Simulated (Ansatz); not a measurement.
# Short convergence ladders for Zr4CN3 (R3m, 8 atoms in the cell)

```xyz
8
Lattice="1.6252 0.9383 10.6238 -1.6252 0.9383 10.6238 0.0000 -1.8767 10.6238" Properties=species:S:1:pos:R:3 pbc="T T T"
Zr     0.0000     0.0000    27.9135
Zr     0.0000     0.0000     4.0079
Zr     0.0000     0.0000    11.9391
Zr     0.0000     0.0000    19.9323
C      0.0000     0.0000     0.0000
N      0.0000     0.0000     7.9204
N      0.0000     0.0000    23.9511
N      0.0000     0.0000    15.9357
```

Base method: LDA (PW92), default PAW files made with PBE (plane waves; Ansatz, a program for electronic structure).

Base settings: basis.ecutwfc = 420 eV; kpoints.mp_grid.grid = 5 5 5; hamiltonian.xc = lda; hamiltonian.pseudopotentials = {kind: paw} (the program's default PAW files); scf.occupations.method = fermi_dirac; scf.occupations.width = 0.1 eV.

The count of work is k-points × plane waves × bands × iterations; it is no time. Core times come from one kind of shared machine, to one figure; runs under 30 s give none.

**The cutoff for other potential files**

Level: DFT, LDA (PW92), plane waves, harder PAW files (source: ansatz) made with PBE.

In this ladder: hamiltonian.pseudopotentials = {kind: paw, source: ansatz}.

The second cell is the first with its lattice scaled by 0.98.

The mesh stays at the base's, so the ladder's end is converged at best in this setting alone.

The first pressure column holds Ansatz's estimate of the finite-basis (Pulay) stress, which hides part of the cutoff error; the other is without it.

Only quantities that move along the ladder and can be compared are tabulated.

| basis.ecutwfc | free energy less the last step's (meV/atom) | energy of the compressed cell less the first (meV/atom) | pressure (GPa) | pressure without the Pulay estimate (GPa) | largest difference of a force vector from the last step's (eV/Å) | count of work / last |
|---|---|---|---|---|---|---|
| 390 eV | 541.57 | 9.97 | -5.63 | -29.96 | 0.051 | 0.12 |
| 480 eV | 162.12 | 4.10 | -6.69 | -16.20 | 0.006 | 0.14 |
| 610 eV | 23.56 | 5.13 | -6.85 | -8.82 | 0.003 | 0.21 |
| 740 eV | 3.25 | 4.95 | -6.88 | -7.17 | 0.000 | 0.28 |
| 870 eV | 1.01 | 4.95 | -6.88 | -6.91 | 0.000 | 0.35 |
| 1045 eV | 0.53 | 4.96 | -6.88 | -6.90 | 0.000 | 0.47 |
| 1305 eV | 0.13 | 4.95 | -6.88 | -6.89 | 0.000 | 0.65 |
| 1740 eV | 0.00 | 4.95 | -6.88 | -6.88 | 0.000 | 1.0 |

Coarsest basis.ecutwfc that holds the pressure within 1 GPa of the last step, with all finer ones: 480 eV, at 0.14 of the last step's count of work; the step before is off by 1.3 GPa.

Coarsest basis.ecutwfc that holds the energy of the compressed cell less the first within 0.2 meV/atom of the last step, with all finer ones: 610 eV, at 0.21 of the last step's count of work; the step before is off by 0.85 meV/atom.

Coarsest basis.ecutwfc that holds the forces within 0.005 eV/Å of the last step, with all finer ones: 610 eV, at 0.21 of the last step's count of work; the step before is off by 0.006 eV/Å.

The energy difference between the two cells stays within 1 meV/atom of the last step's from 480 eV on, the total only from 1045 eV on: much of the error is common to both cells and cancels.

At the lowest cutoff the pressure without the Pulay estimate lies 23.1 GPa under the last step's, the usual sign of Pulay stress in an incomplete plane-wave basis.

**The relaxed cell against the cutoff**

On Zr4CN3 (R-3m, 8 atoms in the cell): atoms on their sites.

In this ladder: relax = cell and atoms.

The mesh stays at the base's, so the ladder's end is converged at best in this setting alone.

Only quantities that move along the ladder and can be compared are tabulated.

```tsv
basis.ecutwfc	relaxed volume (Å³/atom)	relaxation steps	core time / last (rough)
210 eV	11.386	20	0.3
250 eV	11.891	16	0.5
295 eV	11.909	12	0.3
355 eV	11.819	10	0.4
420 eV	11.814	9	0.4
505 eV	11.816	7	0.4
630 eV	11.815	7	0.7
840 eV	11.815	7	1
```

Coarsest basis.ecutwfc that holds the relaxed volume within 0.012 Å³/atom of the last step, with all finer ones: 355 eV, at about 0.4 of the last step's time; the step before is off by 0.093 Å³/atom.

At the lowest cutoff the cell relaxes to a volume 3.6 % smaller than at the highest. Ansatz relaxes on a stress corrected for the finite basis.

On the base run: the starting cell comes from a database of computed structures (which also holds hypothetical and non-ambient phases and stackings), without a prior relaxation at this level. Its lattice was rescaled by up to half a per cent. One atom was moved a little off its site on purpose. Without a gap this mesh is coarse (it stands for a supercell whose shortest vector is 16 Å).

Keys are those of Ansatz 0.2.
